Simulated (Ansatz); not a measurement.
SnSiO₄ (model structure, started from the HfGeO4 type, I4₁/a, No. 88, 12 atoms in the cell), treated with r²SCAN (PAW; Ansatz, an electronic-structure program).

Run with plane-wave cutoff 560 eV, 10×10×10 k mesh, Fermi–Dirac smearing 0.01 eV, scalar-relativistic PAW data made under PBE.

Cell (relaxed with PBEsol):

```yaml
crystal:
  lattice:
    - [-2.33822, 2.33822, 5.35609]
    - [2.33822, -2.33822, 5.35609]
    - [2.33822, 2.33822, -5.35609]
  atoms:
    - { symbol: Sn, position: [0.50000, 0.50000, 0.00000] }
    - { symbol: Sn, position: [0.25000, 0.75000, 0.50000] }
    - { symbol: Si, position: [0.00000, 0.00000, 0.00000] }
    - { symbol: Si, position: [0.75000, 0.25000, 0.50000] }
    - { symbol: O, position: [0.08623, 0.49416, 0.92698] }
    - { symbol: O, position: [0.24416, 0.81717, 0.90793] }
    - { symbol: O, position: [0.56717, 0.15924, 0.07302] }
    - { symbol: O, position: [0.90924, 0.33623, 0.09207] }
    - { symbol: O, position: [0.66377, 0.75584, 0.57302] }
    - { symbol: O, position: [0.50584, 0.43283, 0.59207] }
    - { symbol: O, position: [0.18283, 0.09076, 0.42698] }
    - { symbol: O, position: [0.84076, 0.91377, 0.40793] }
```

Question: What does this level give for the band gap and smallest direct gap on the k points sampled?

Answer: 
- band gap = 2.81 eV
- smallest direct gap on the k points sampled = 2.85 eV

Note: the relaxation could raise the start's symmetry but not lower it, so the cell can be a saddle point; cell and atoms aren't relaxed at this level (largest force component 0.23 eV/Å, pressure -2.0 GPa).

Spin–orbit coupling is not included.

It cost around 100 core-seconds (rough) of CPU time.

A model structure was made by putting elements into a prototype or built by hand; it is no filed structure, need not be a known phase, and can be a saddle point held by its symmetry.
